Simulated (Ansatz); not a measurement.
## PbSe (Fmm2, No. 42, 4 atoms in the cell; start mp-22009; a measured phase of this formula has another space group)

Level of theory: PBE0 in Ansatz (plane waves, PAW).

Numerical settings: plane-wave cutoff 500 eV, 6×6×6 k mesh, gaussian smearing 0.02 eV, scalar-relativistic PAW data made under PBE.

Cell (relaxed with r²SCAN):

```xyz
4
Lattice="0.0000 11.9955 3.1052 3.1003 0.0000 3.1052 3.1003 11.9955 0.0000" Properties=species:S:1:pos:R:3 pbc="T T T"
Pb     3.1003     4.5869     3.0899
Pb     3.1003    19.4042     3.0899
Se     3.1003    16.6155     3.0149
Se     3.1003     7.3755     3.0149
```

```json
{
  "band_gap": "2.93 eV (on the SCF k mesh)"
}
```

Note: cell and atoms aren't relaxed at this level; the cell has widely spaced layers and the level no dispersion term, so their spacing and the moduli can rest on weak binding.

Spin–orbit coupling is not included; with these elements it can move the gap by several tenths of an eV or more.

The computed numbers hold no vibrational or temperature effects.

A start named mp-… is a Materials Project structure, which need not be a measured phase.

Ansatz is a first-principles code.
